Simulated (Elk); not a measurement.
A self-consistent single point of Cs (Im-3m, 1 atom in the cell) with Elk.

Method of the run: Elk 10.2.4 with LDA (PW92), all-electron FP-LAPW, Elk's shipped species files, APW+lo basis with extra local orbitals.

```xyz
1
Lattice="-3.1597 3.1597 3.1597 3.1597 -3.1597 3.1597 3.1597 3.1597 -3.1597" Properties=species:S:1:pos:R:3 pbc="T T T"
Cs     0.0000     0.0000     0.0000
```

Reference input (self-consistent single point, DFT, PBE, all-electron FP-LAPW, Elk's shipped species files, APW+lo basis with extra local orbitals): xctype = 20; rgkmax = 8; stype = 3; swidth = 0.00183747 Ha; ngridk = 6 6 6; gmaxvr = 16 1/bohr; nxlo = 2; lorbcnd = true; lmaxi = 2. This run's input differs from it in these lines:

```diff
@@ -4,3 +4,3 @@
 xctype
-  20
+  3
```

Output (repeated stretches shortened):

```
│ Self-consistent loop started │
│ Loop number : 1 │
 total energy                :     -7785.32647668
│ Loop number : 2 │
 total energy                :     -7785.32646060
RMS change in Kohn-Sham potential (target) :   0.2549912444E-01 (  0.1000000000E-05)
Absolute change in total energy (target)   :   0.1608477942E-04 (  0.1000000000E-03)
│ Loop number : 3 │
 total energy                :     -7785.29930254
RMS change in Kohn-Sham potential (target) :   0.2469550541E-01 (  0.1000000000E-05)
Absolute change in total energy (target)   :   0.2716207484E-01 (  0.1000000000E-03)
│ Loop number : 4 │
   [... lines left out ...]
Absolute change in total energy (target)   :   0.6691617791E-03 (  0.1000000000E-03)
│ Loop number : 12 │
 total energy                :     -7784.18656981
RMS change in Kohn-Sham potential (target) :   0.8041102577E-07 (  0.1000000000E-05)
Absolute change in total energy (target)   :   0.1681194990E-03 (  0.1000000000E-03)
│ Loop number : 13 │
 total energy                :     -7784.18656889
RMS change in Kohn-Sham potential (target) :   0.5979996668E-08 (  0.1000000000E-05)
Absolute change in total energy (target)   :   0.4294811333E-04 (  0.1000000000E-03)
Convergence targets achieved

│ Loop number : 14 │

Energies :
 Fermi                       :     0.413089994357E-01
 total energy                :     -7784.18656904

Density of states at Fermi energy :    68.33337771
 (states/Hartree/unit cell)

Estimated indirect band gap :   0.5112157106E-02
 from k-point      8 to k-point      6
Estimated direct band gap   :   0.5194564148E-01
 at k-point      8

Charges :
 core                        :    36.00000000
 valence                     :    19.00000000
 interstitial                :    2.025344436
 muffin-tins (core leakage)
  species :    1 (Cs)
   atom    1                 :    52.97465556     (  0.1254885098E-04)
 total in muffin-tins        :    52.97465556
 total calculated charge     :    54.99813338
 total charge                :    55.00000000
 error                       :   0.1866621002E-02

│ Self-consistent loop stopped │
```

The run converged in 14 iterations. The count includes the last loop, which Elk runs after its targets are met. 

The starting cell comes from a database of computed structures (which also holds hypothetical and non-ambient phases and stackings), without a prior relaxation at this level. Its lattice was rescaled by a random factor within 2.5 % of one. Values depend on the basis (sphere radii, cutoffs, local orbitals), which need not be converged. The log's line on a gap gives a spacing of levels on this mesh, which the program prints for metals too.
